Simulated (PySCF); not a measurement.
PySCF 2.14.0, PBE0/def2-svp, df: Ti(OMe)2(SH)2 (C[O][Ti]([SH])([SH])[O]C), 15 atoms. The geometry is a generated start, not checked to be a minimum at this level.

```
Item                                          Result
-------------------------------  -------------------
task                             energy and gradient
method                                          pbe0
basis                                       def2-svp
two-electron scheme                  density fitting
mol.max_memory                               7000 MB
mf.init_guess                        minao (default)
mf.DIIS                              CDIIS (default)
mf.diis_space                            8 (default)
mf.conv_tol                          1e-09 (default)
basis functions (reference run)                  163
grid points (reference run)                  1222560
```

```xyz
15

Ti    -0.3933     0.2315     0.3717
O      0.8492    -0.5543     1.1573
C      1.9298    -1.3197     1.5582
H      1.7485    -1.7223     2.5640
H      2.0822    -2.1583     0.8614
H      2.8407    -0.7026     1.5805
O     -0.6897     0.5364    -1.2412
C     -0.7441     0.6483    -2.6172
H     -0.0346    -0.0501    -3.0868
H     -1.7587     0.4170    -2.9711
H     -0.4916     1.6743    -2.9206
S     -2.3169    -0.8624     1.0642
H     -3.0185    -0.4742    -0.0002
S     -0.4945     2.3029     1.4073
H      0.4915     2.0336     2.2725
```
Charge 0, spin multiplicity 1.

The reference run has mf.grids.level = 8, mf.grids.prune = nwchem_prune (default); it is not itself proven converged. One run each, on a shared machine, so no times are given.

Settings tried, all else as in the reference:
- mf.grids.level = 5
- mf.grids.level = 3 (default), mf.grids.atom_grid = 50×194
- mf.grids.level = 3 (default), mf.grids.prune = treutler_prune
- mf.grids.level = 3 (default), no pruning
- mf.grids.level = 1
- mf.grids.level = 3 (default), mf.grids.atom_grid = 75×302
- mf.grids.level = 4
- mf.grids.level = 2
- mf.grids.level = 3 (default), mf.grids.atom_grid = 35×110
- mf.grids.level = 3 (default)
- mf.grids.level = 6
- mf.grids.level = 0
- mf.grids.level = 3 (default), mf.grids.atom_grid = 99×590

Problem. Which of these stay within 1.0 meV/atom in energy, 10 meV/Å in forces (largest component) of the reference run?

Solution. Within it: mf.grids.level = 6; mf.grids.level = 5; mf.grids.level = 3 (default), mf.grids.atom_grid = 99×590; mf.grids.level = 4; mf.grids.level = 3 (default), mf.grids.prune = treutler_prune; mf.grids.level = 3 (default); mf.grids.level = 3 (default), no pruning. Outside: mf.grids.level = 2; mf.grids.level = 3 (default), mf.grids.atom_grid = 75×302; mf.grids.level = 1; mf.grids.level = 3 (default), mf.grids.atom_grid = 50×194; mf.grids.level = 3 (default), mf.grids.atom_grid = 35×110; mf.grids.level = 0.

| setting | grid points | energy against the reference | difference in forces (largest component) |
|---|---|---|---|
| the reference | 1222560 | — | — |
| mf.grids.level = 6 | 718552 | under 0.001 meV/atom | 0.23 meV/Å |
| mf.grids.level = 5 | 491608 | under 0.001 meV/atom | 0.44 meV/Å |
| mf.grids.level = 3 (default), mf.grids.atom_grid = 99×590 | 479136 | under 0.001 meV/atom | 0.44 meV/Å |
| mf.grids.level = 4 | 327512 | under 0.001 meV/atom | 0.44 meV/Å |
| mf.grids.level = 3 (default), mf.grids.prune = treutler_prune | 173048 | +0.0020 meV/atom | 4.9 meV/Å |
| mf.grids.level = 3 (default) | 193528 | −0.0013 meV/atom | 5.0 meV/Å |
| mf.grids.level = 3 (default), no pruning | 319904 | under 0.001 meV/atom | 5.0 meV/Å |
| mf.grids.level = 2 | 124560 | −0.11 meV/atom | 19 meV/Å |
| mf.grids.level = 3 (default), mf.grids.atom_grid = 75×302 | 215664 | −0.11 meV/atom | 19 meV/Å |
| mf.grids.level = 1 | 60584 | +0.15 meV/atom | 22 meV/Å |
| mf.grids.level = 3 (default), mf.grids.atom_grid = 50×194 | 98136 | +0.17 meV/atom | 22 meV/Å |
| mf.grids.level = 3 (default), mf.grids.atom_grid = 35×110 | 43056 | +0.60 meV/atom | 120 meV/Å |
| mf.grids.level = 0 | 14976 | +190 meV/atom | 300 meV/Å |

Total energies are compared; such shifts often cancel in part in energy differences. The gradients leave out the derivatives of the grid weights. No test of the SCF solution's stability was run. The tolerance is a choice made for this comparison.
